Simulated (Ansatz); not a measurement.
# Rh: stress against strain

Rh (fcc, Fm-3m, 13.520 Å³/atom at rest) under an equal strain ε in the (111) plane with the normal axis free, as in a coherent film. PBEsol in Ansatz, a plane-wave DFT program (PAW, default set), 420 eV, 30×30×30 Γ-centred mesh, Fermi-Dirac smearing 0.10 eV; ions are relaxed within the symmetry of each cell. Stress is positive for a compressed cell.

Here s stands for strain and y for stress xx.

```csv
strain (%),stress xx (GPa)
-2.50,?
-1.25,8.69
-0.83,5.62
-0.42,2.77
0.00,0.00
0.42,-2.63
0.83,-5.06
1.25,-7.41
```

Q: Using a straight line, estimate the missing y at s = -2.50 from the other rows, showing the fit.

A: Means: s 0, y 0.283. About the means, the sum of products is -31.257 and the sum of squares of s is 4.8556; the slope is their ratio. Least squares gives y = 0.283 - 6.4374·s. Residuals (row less fit): 0.360, -0.006, -0.217, -0.283, -0.209, 0.000, 0.354; standard error 0.292 (degrees of freedom: 5). The slope gives the biaxial elastic modulus of this plane = 644 ± 13 GPa. At the withheld row, y = 0.283 - 6.4374 × (-2.50) = 16.377 GPa. The calculation gives 18.80 GPa, 2.423 GPa above the prediction (9.2 % of the range of y in the table). The row lies outside the fitted rows, so this is an extrapolation. From the scatter of the fitted rows alone, a prediction at this place has a standard error of 0.455 GPa, so the miss is 5.3 times that.

One order more, fitted to all 13 runs of the series, follows each within 0.06, so the miss is the next term of a smooth law. In a metal these values are sensitive to mesh and smearing; energies are taken to zero smearing, stresses follow the free energy. Rows are the converged runs of the series near zero and its far end; series whose fitted rows scatter by over a few per cent of the range, as at a crossing or softening among them, aren't shown in this form. Most that stay on the fit to the last digits aren't either.
